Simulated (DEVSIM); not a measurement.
Structure: illuminated Si n-on-p cell, one wavelength, with a back-surface field, at 400 K.

| layer (left to right) | material | thickness (μm) | Nd (cm⁻³) | Na (cm⁻³) | τn (s) | τp (s) | absorption coefficient (cm⁻¹) |
|---|---|---|---|---|---|---|---|
| 1 | Si | 0.380 | 5.3e18 | - | 0.00011 | 4.1e-5 | 380 |
| 2 | Si | 100 | - | 5.5e15 | 0.00059 | 0.00059 | 380 |
| 3 | Si | 0.930 | - | 3.4e18 | 0.00059 | 0.00059 | 380 |

Left contact: ohmic, minority hole recombination velocity 2e6 cm/s. Right contact: ohmic, minority electron recombination velocity 1e5 cm/s. Voltage is applied to the left contact. Recombination: SRH at mid-gap, radiative, Auger. Light enters at the left, 1.1e17 photons cm⁻² s⁻¹, one pass, no reflection. Mobility is μmin + (μ − μmin)/(1 + (N/Nref)^α).

This is a model device: material constants are rounded textbook-type values typed into the input, and sizes, dopings and lifetimes were drawn at random. Values at 300 K; Nc and Nv go as T^1.5, mobilities as T to minus their exponent, the gap by Varshni's rule with the affinity fixed.

| parameter | Si |
|---|---|
| gap (eV) | 1.124 |
| affinity (eV) | 4.05 |
| permittivity | 11.7 |
| Nc (cm⁻³) | 2.86e19 |
| Nv (cm⁻³) | 3.1e19 |
| μn (cm²/Vs) | 1417 |
| μp (cm²/Vs) | 470 |
| μn,min | 52 |
| μp,min | 45 |
| Nref,n | 9.7e16 |
| Nref,p | 2.2e17 |
| αn | 0.68 |
| αp | 0.72 |
| T exponent of μn | 2.3 |
| T exponent of μp | 2.2 |
| B (cm³/s) | 4.7e-15 |
| Cn (cm⁶/s) | 2.8e-31 |
| Cp (cm⁶/s) | 9.9e-32 |
| Varshni α (eV/K) | 0.000473 |
| Varshni β (K) | 636 |

DEVSIM, 1D drift-diffusion, Boltzmann statistics, complete ionisation; no tunnelling, impact ionisation, image-force lowering or self-heating.

The thickness of layer 3 was swept, all else fixed.

```
thickness of layer 3 (μm)  short-circuit current (mA/cm²)  open-circuit voltage (V)  dark forward voltage at 100 A/cm² (V)  largest power (mW/cm²)
-------------------------  ------------------------------  ------------------------  -------------------------------------  ----------------------
0.19                                                 16.9                     0.398                                  0.750                    4.84
0.33                                                 16.9                (withheld)                                  0.753                    4.91
0.56                                                 17.0                     0.407                                  0.756                    4.99
0.93                                                 17.0                     0.412                                  0.760                    5.07
1.6                                                  17.1                     0.417                                  0.765                    5.16
2.8                                                  17.1                     0.421                                  0.770                    5.23
4.7                                                  17.1                     0.424                                  0.775                    5.27
```

### Question
What belongs in the gaps?

### Answer

- 0.33, open-circuit voltage (V): 0.402
